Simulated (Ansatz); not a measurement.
Pt, response to strain

Start from Pt in the fcc (Cu type) structure (space group Fm-3m, No. 225; a = 3.8954 Å; relaxed with 0.1 eV smearing). Axes: x, y, z lie along the cube axes.

Strains are applied to the cell and any free atomic positions relax; under biaxial strain the out-of-plane vector relaxes too.

Calculations: LDA (Ansatz, an electronic-structure program, PAW, without spin-orbit coupling).

Notes on the quantities. pressure: mean of the normal stresses, compression positive.

| case | ratio −ε⊥/ε∥ | pressure |
|---|---|---|
| base | – | 0.0 GPa |
| biaxial strain −3.00 %, plane normal [001], relaxed out of plane | 1.40 | 7.1 GPa |
| biaxial strain −2.50 %, plane normal [001], relaxed out of plane | 1.40 | 5.7 GPa |
| biaxial strain −1.50 %, plane normal [001], relaxed out of plane | 1.39 | 3.2 GPa |
| biaxial strain −1.00 %, plane normal [001], relaxed out of plane | 1.40 | 2.0 GPa |
| biaxial strain −0.50 %, plane normal [001], relaxed out of plane | – | 1.0 GPa |
| biaxial strain +0.50 %, plane normal [001], relaxed out of plane | – | -0.9 GPa |
| biaxial strain +1.00 %, plane normal [001], relaxed out of plane | 1.42 | -1.6 GPa |
| biaxial strain +2.50 %, plane normal [001], relaxed out of plane | 1.43 | -3.5 GPa |
| biaxial strain +3.00 %, plane normal [001], relaxed out of plane | 1.44 | -3.9 GPa |

Stability against distortions was not tested. The final runs are not spin-polarised.
